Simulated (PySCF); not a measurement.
PySCF 2.14.0, B3LYP/def2-svp, df: Mo(S)(F)2(OH)2 ([OH][Mo]([OH])([F])([F])=[S]), 8 atoms. The geometry is a generated start, not checked to be a minimum at this level.

```json
{
  "task": "energy",
  "method": "b3lyp",
  "basis": "def2-svp",
  "two_electron_scheme": "density fitting",
  "mol.max_memory": "3000 MB",
  "mf.max_cycle": "100",
  "mf.conv_tol": "1e-09 (default)",
  "mf.grids.level": "3 (default)",
  "effective_core_potentials": "those of the basis set, past Kr",
  "basis_functions": "115",
  "grid_points": "117624"
}
```

```xyz
8

Mo     0.0077    -0.0057    -0.0115
S      1.8027    -0.9385    -0.7855
F      0.3685     0.0688     1.7660
F     -0.9572     0.2367    -1.5266
O     -0.9447    -1.4277     0.3031
H     -1.4905    -2.1932     0.5016
O      0.4801     1.6663    -0.1149
H      0.7335     2.5933    -0.1322
```

Charge 0 and multiplicity 1 are set for this test and not shown to be the ground state.

With the defaults (mf.DIIS = CDIIS, mf.diis = true, mf.damp = 0, mf.diis_start_cycle = 1, mf.level_shift = 0, mf.init_guess = minao, newton = off, mf.diis_space = 8) it converges in 15 Fock builds. One run each on 2 threads, 1 BLAS thread, with these changes:
- mf.diis = false
- mf.damp = 0.7, mf.diis_start_cycle = 8
- mf.DIIS = EDIIS
- mf.DIIS = ADIIS
- mf.diis_space = 20
- mf.level_shift = 1 Hartree
- newton = Hessian by the SCF's own integrals
- mf.diis_space = 3
- mf.init_guess = atom

Question: Which runs fail or end elsewhere than the default run?

Answer: No convergence: mf.DIIS = EDIIS; mf.diis = false (the run ends without SCF convergence in 100 cycles). The rest reach the solution of the defaults.

| setting | Fock builds | end |
|---|---|---|
| the defaults | 15 | same solution |
| mf.diis_space = 20 | 15 | same solution |
| mf.init_guess = atom | 17 | same solution |
| mf.damp = 0.7, mf.diis_start_cycle = 8 | 19 | same solution |
| mf.DIIS = ADIIS | 28 | same solution |
| mf.diis_space = 3 | 32 | same solution |
| newton = Hessian by the SCF's own integrals | 44 | same solution |
| mf.level_shift = 1 Hartree | 47 | same solution |
| mf.DIIS = EDIIS | 101 | no convergence |
| mf.diis = false | 101 | no convergence |

Under newton the count holds the products with the orbital Hessian.
